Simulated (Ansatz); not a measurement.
Subject: the reaction energy. Reaction: Ge (diamond) + SnCl4 (gas) → Sn (white tin) + GeCl4 (gas). The sign is products less reactants.

Sn (white tin, I4₁/amd), 2 atoms in the cell, k-point mesh 22×22×22 on the run's own vectors. Conventional cell: a = b = 5.946 Å, c = 3.217 Å, α = β = γ = 90.00°.

Ge (diamond, Fd-3m), 2 atoms in the cell, k-point mesh 10×10×10 on the run's own vectors. Conventional cell: a = 5.760 Å, b = 5.760 Å, c = 5.760 Å, α = 90.00°, β = 90.00°, γ = 90.00°.

An isolated GeCl4 molecule (singlet) in a box of 14 × 14 × 15 Å.
```xyz
5

Cl    -0.9599    -1.5259    -1.1504
Ge     0.0000     0.0000     0.0000
Cl     2.0899    -0.4281     0.1491
Cl    -0.2734     1.8927    -0.9572
Cl    -0.8567     0.0613     1.9585
```

An isolated SnCl4 molecule (singlet) in a box of 15 × 14 × 15 Å.
```xyz
5

Cl    -1.7988    -0.8591    -1.1849
Sn     0.0000     0.0000     0.0000
Cl    -0.3142     2.2720     0.3427
Cl     1.9519    -0.3372    -1.2059
Cl     0.1611    -1.0757     2.0481
```

Computed with Ansatz (plane waves, PAW), its default PAW set, cutoff 420 eV, 500 eV for r2SCAN. The structures are at rest with PBE; other levels are single points on them. HSE06 runs on coarser k-point meshes, mended by the PBE difference between the two meshes. Some cells are metallic or hold partly filled levels, where a hybrid on a coarse mesh is less sure. Neutral cells; Fermi-Dirac smearing of at most 0.10 eV in the solids, energies taken to zero width. The lattices are those relaxed with PBE, so at other levels the solids can be strained, which adds to the spread. A dispersion term (D3(BJ), or D4 for r2SCAN) was computed beside these levels and is taken off wherever the name lacks it. Static lattices, no vibrational contributions. Cells are local rest points, mostly with their start's symmetry. The runs are scalar-relativistic, without spin-orbit coupling.

Levels: PBE, LDA, RPBE, r2SCAN, HSE06, HSE06+D3(BJ).

Question: At which levels does the right-hand side lie lower?

Answer: uphill: PBE (0.08), RPBE (0.17), r2SCAN (0.22), HSE06 (0.13); downhill: LDA (-0.10); too close to call: HSE06+D3(BJ) (-0.02) (values in eV; within 0.05 eV of zero counts as too close to call). The levels span 0.32 eV, from LDA (-0.10) to r2SCAN (0.22). They disagree on the sign.

Ansatz is an electronic-structure program.
